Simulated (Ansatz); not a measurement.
The starting structures come from a database of crystals and need not be the phases stable at ambient conditions.

Here is the system:

```xyz
9
Lattice="4.7497 0.0000 0.0000 0.0000 10.0780 0.0000 0.0000 5.0390 2.9093" Properties=species:S:1:pos:R:3 pbc="T T T"
Rb     1.4322    11.7577     2.9093
Rb     3.3176     8.3984     2.9093
Ge     0.0000     0.0000     0.0000
F      1.0179     6.5406     2.9093
F      3.7319     8.5764     0.0000
F      1.0179     4.2882     1.6088
F      3.7319    10.8289     1.3004
F      1.0179     9.3272     1.3004
F      3.7319     5.7898     1.6088
```

The cell is taken as given.

Transport runs along the normal of the first two printed cell vectors, the (110) plane of the conventional cell.

The gap is the functional's own, uncorrected, and κ follows it; spin-orbit coupling is left out. Mid-gap means the computed energy nearest the middle.

Task: Estimate the band gap and the smallest decay constant κ at mid-gap that r2SCAN (Ansatz, a first-principles code) returns for this system.

Result: Gap 7.20 eV on a 6×10×10 mesh; κ = 0.530 1/Å, at the zone centre.
